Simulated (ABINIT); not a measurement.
ABINIT run on CsLi2Cl3 (Immm, 6 atoms in the cell): self-consistent single point.

Computed with PBEsol, norm-conserving pseudopotentials (PseudoDojo nc-sr-04 PBEsol standard) (plane waves; ABINIT).

```yaml
crystal:
  lattice:
    - [-2.27420, 2.59737, 6.14860]
    - [2.27420, -2.59737, 6.14860]
    - [2.27420, 2.59737, -6.14860]
  atoms:
    - { symbol: Cs, position: [0.50000, 0.50000, 0.00000] }
    - { symbol: Li, position: [0.80774, 0.80774, 0.00000] }
    - { symbol: Li, position: [0.19226, 0.19226, 0.00000] }
    - { symbol: Cl, position: [0.26994, 0.76994, 0.50000] }
    - { symbol: Cl, position: [0.73006, 0.23006, 0.50000] }
    - { symbol: Cl, position: [0.00000, 0.00000, 0.00000] }
```

Reference input (self-consistent single point, DFT, LDA (PW92), plane waves, norm-conserving pseudopotentials (PseudoDojo nc-sr-04 LDA standard)): pseudos = [Cs.upf, Li.upf, Cl.upf]; ecut = 37 Ha; ixc = 7; occopt = 1; ngkpt = 6 6 6; nshiftk = 1; shiftk = 0.5 0.5 0.5; potentials = PseudoDojo nc-sr-04 LDA standard; nband = 22; kptopt = 1; nstep = 80; tolvrs = 1e-10. This run's input differs from it in these lines:

```diff
@@ -1,2 +1,2 @@
-# CsLi2Cl3, PseudoDojo nc-sr-04 LDA standard
+# CsLi2Cl3, PseudoDojo nc-sr-04 PBEsol standard
 pp_dirpath "./"
@@ -20,3 +20,3 @@
 ecut 37
-ixc 7
+ixc -116133
 occopt 1
@@ -24,3 +24,3 @@
 kptopt 1
-ngkpt 6 6 6
+ngkpt 4 4 4
 nshiftk 1
```

Its files differ too (potentials: PseudoDojo nc-sr-04 LDA standard → PseudoDojo nc-sr-04 PBEsol standard).

Log, with long lists cut:

```
--- !BeginCycle
solver: {iscf: 7, nstep: 80, nline: 4, wfoptalg: 0, }
tolerances: {tolvrs: 1.00E-10, }
...

     iter   Etot(hartree)      deltaE(h)  residm     vres2
 ETOT  1  -87.118337061290    -8.712E+01 3.927E-02 6.419E+02
 ETOT  2  -87.164979079907    -4.664E-02 1.024E-02 6.684E+01
 ETOT  3  -87.169656204596    -4.677E-03 7.747E-04 1.180E+01
 ETOT  4  -87.169902445269    -2.462E-04 8.873E-04 5.179E-01
 ETOT  5  -87.169908298806    -5.854E-06 3.188E-04 1.755E-02
   [... 4 lines left out ...]
 ETOT 10  -87.169909055428    -2.223E-10 2.217E-05 1.089E-07
 ETOT 11  -87.169909055434    -5.727E-12 5.301E-05 5.915E-09
 ETOT 12  -87.169909055436    -2.146E-12 1.994E-05 6.098E-10
 ETOT 13  -87.169909055431     4.889E-12 5.933E-05 3.083E-11
 At SCF step   13       vres2   =  3.08E-11 < tolvrs=  1.00E-10 =>converged.

 Cartesian components of stress tensor (hartree/bohr^3)
  sigma(1 1)=  2.56774622E-05  sigma(3 2)=  0.00000000E+00
  sigma(2 2)=  2.82589826E-05  sigma(3 1)=  0.00000000E+00
  sigma(3 3)=  1.31982751E-05  sigma(2 1)=  0.00000000E+00

 ----iterations are completed or convergence reached----

 reduced coordinates (array xred) for    6 atoms
       0.499999997807      0.499999997807      0.000000000000
       0.807739996456      0.807739996456      0.000000000000
       0.192259999157      0.192259999157      0.000000000000
       0.269939997720      0.769939997720      0.500000000000
       0.730059997894      0.230059997894      0.500000000000
      -0.000000002193     -0.000000002193      0.000000000000
 cartesian forces (eV/Angstrom) at end:
   [... lines left out ...]
 Fermi (or HOMO) energy (hartree) =   0.01356   Average Vxc (hartree)=  -0.31102
 Fermi (or HOMO) energy (eV) =   0.36897   Average Vxc (eV)=  -8.46339
   [... lines left out ...]
total_energy        : -8.71699090554314E+01
total_energy_eV     : -2.37201385634863E+03
band_energy         : -1.20606061645337E+01
...

-Cartesian components of stress tensor (GPa)         [Pressure= -6.5839E-01 GPa]
- sigma(1 1)=  7.55456894E-01  sigma(3 2)=  0.00000000E+00
- sigma(2 2)=  8.31407832E-01  sigma(3 1)=  0.00000000E+00
- sigma(3 3)=  3.88306593E-01  sigma(2 1)=  0.00000000E+00

 Calculation completed.
```

The run converged in 13 iterations. Against the reference run the pressure goes from -2.25 to -0.66 GPa, the largest force hardly changes (0.018 to 0.016 eV/Å) and the gap on the mesh goes from 5.118 to 5.401 eV.

The starting cell comes from a database of computed structures (which also holds hypothetical and non-ambient phases and stackings), without a prior relaxation at this level. The shifted mesh does not hold Γ, so a gap read on it misses any band edge there.

Cost on one core of a shared machine: roughly 5 min.
